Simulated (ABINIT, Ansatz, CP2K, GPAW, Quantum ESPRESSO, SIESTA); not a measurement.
## Ga (Cmce, 4 atoms in the cell) computed with different codes at matched settings

Self-consistent single point.

```
Ga
1.0
    2.23154    -3.82558     0.00000
    2.23154     3.82558     0.00000
    0.00000     0.00000     4.58739
Ga
4
Cartesian
  2.23154  -1.19129   1.90560
  2.23154   1.19129   2.68179
  2.23154  -2.63430   4.19929
  2.23154   2.63430   0.38809
```

All programs got the same cell, k-point mesh and kind of occupations (in Ansatz's words: kpoints.mp_grid.grid = 6 6 5; scf.occupations.method = fermi_dirac; scf.occupations.width = 0.136 eV); potentials, basis and cutoffs are each program's usual ones.

```csv
code,model,pressure (GPa),largest force (eV/Å),k-points,cutoff
Quantum ESPRESSO,"PBE, PseudoDojo standard norm-conserving (PBE) pseudopotentials",1.99,0.020,39,80 Ry
Ansatz,"PBE, default PAW files",1.89,0.022,39,420 eV
ABINIT,"PBE, PAW (JTH v2.0 PBE PAW)",1.99,0.024,39,40 Ry
GPAW,"PBE, GPAW PAW datasets PBE (gpaw-data 1.0.1)",2.67,0.040,39,600 eV
SIESTA,"GGA PBE, numerical atomic orbitals DZP, PseudoDojo PBE standard norm-conserving potentials (rewritten from UPF to PSML)",2.60,0.150,96,grid 300 Ry
CP2K,"PBE, GPW, DZVP-MOLOPT-SR-GTH basis, GTH-PBE potentials (GTH_POTENTIALS)",2.20,0.113,92,grid 600 Ry
```

The spread over the programs that give each value: pressure within 0.78 GPa; largest force within 0.130 eV/Å.

The starting cell comes from a database of computed structures (which also holds hypothetical and non-ambient phases and stackings), without a prior relaxation at this level. Its lattice was rescaled by a random factor within 2.5 % of one.

### Question
Why do the programs differ, and what cannot be compared?

### Answer
Differences of this kind can come from the potentials, where these differ, and from what each basis and cutoff leave unconverged. The valence holds different numbers of electrons (Quantum ESPRESSO 52, Ansatz (a first-principles code) 52, ABINIT 52, GPAW 12, SIESTA 52, CP2K 52). The zero of total energies and Fermi levels follows the potentials and each program's conventions, so they are not compared here. SIESTA and CP2K use small atom-centred bases, whose incompleteness enters pressures, forces and empty levels differently from a plane-wave cutoff. Ansatz's pressure is given at a fixed set of plane waves, as the other plane-wave codes print theirs; with its correction for the finite basis it is 1.94 GPa. The programs reduce the same mesh by symmetry to different extents, which changes the work and not the result. In the force vectors, SIESTA (by 0.133) and CP2K (by 0.111) lie more than 0.08 eV/Å from the median of the plane-wave programs.

Left out of this page: Elk (not drawn, or without a comparable value); FLEUR (with a known weakness of the program).

Keys are those of Ansatz 0.2.
